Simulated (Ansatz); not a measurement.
**A computed series for BaHfO3: pressure series**

The reference is BaHfO3 in the cubic perovskite structure (space group Pm-3m, No. 221).

```xyz
5
Lattice="4.2062 0.0000 0.0000 0.0000 4.2062 0.0000 0.0000 0.0000 4.2062" Properties=species:S:1:pos:R:3 pbc="T T T"
Ba     0.0000     0.0000     0.0000
Hf     2.1031     2.1031     2.1031
O      2.1031     0.0000     2.1031
O      0.0000     2.1031     2.1031
O      2.1031     2.1031     0.0000
```

Cell and atoms are relaxed at each pressure.

Computed with PBE (Ansatz, a program for electronic structure, PAW, scalar-relativistic without spin-orbit coupling).

```tsv
pressure (GPa)	volume per atom (Å³/atom)
-2	15.082
-1	14.981
0	14.884
0.3	14.856
0.7	14.818
1.5	14.743
5	14.441
7.5	?
10	14.061
```

Problem. Fit the third-order Birch–Murnaghan form P(V) = (3B₀/2)[(V₀/V)^(7/3) − (V₀/V)^(5/3)]·[1 + (3/4)(B₀′ − 4)((V₀/V)^(2/3) − 1)] (squares taken in P) to the rows shown and predict the withheld row.

Solution. Least squares on the printed values gives V₀ = 14.884 Å³/atom, B₀ = 155 GPa, B₀′ = 4.4; this predicts 14.245 Å³/atom, and the run gives 14.244 Å³/atom, in agreement.

Load acts through the strain it causes; cell and atoms are relaxed under it. No phonon test of stability was made. Competing high-pressure phases were not computed.
